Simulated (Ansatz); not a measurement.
Amorphous Al28O45B2, 75 atoms at 3.04 g/cm³, one PBE-relaxed geometry, zone centre. Methods: PBE, scalar-relativistic without spin-orbit coupling (Ansatz, a program for electronic structure); r2SCAN, scalar-relativistic without spin-orbit coupling (Ansatz); HSE06, scalar-relativistic without spin-orbit coupling (Ansatz). Plane waves to 420 eV (r2SCAN 500 eV); exact exchange is cut at the cell's faces. At PBE the levels at the filled edge of the gap are localised (band-tail or defect states), and the nearest spread-out levels lie 4.0 eV apart at the zone centre. All rungs ran without spin polarisation.

The cell was made by melting and quenching with the CHGNet potential and then relaxed with DFT. O atoms were pushed apart under 1.9 Å during the dynamics, to hinder bonds among them. The hot cell started wider than the set density and was brought back towards it in steps. It is the lowest in DFT energy of 2 quenches. It is a model cell: composition and starting density were chosen by hand, and all elements were melted together. No dispersion term was used. Its density started from a set value of 3.01 and ended at 3.04 g/cm³. The quench (nominally 280 K/ps over its main leg) was far faster than any real one, so the model tends to hold more defects than a real film. A cell of this size samples the disorder only roughly. Volume and shape were free in the relaxation.

The relaxation ran on the zone centre alone. At PBE the level gap is 3.56 eV on a 2×2×2 Γ-centred mesh, and the spacing at the zone centre alone 3.58 eV.

Problem. What zone-centre spacing does r2SCAN give, roughly?

Solution. 4.22 eV (+0.64 eV against PBE).

Problem. What zone-centre spacing does HSE06 give, roughly?

Solution. 5.29 eV (+1.71 eV against PBE).

The highest filled and the lowest empty state spread over these numbers of atoms (participation numbers): PBE: 3.3 and 65.6; r2SCAN: 3.2 and 65.0; HSE06: 3.3 and 65.0.
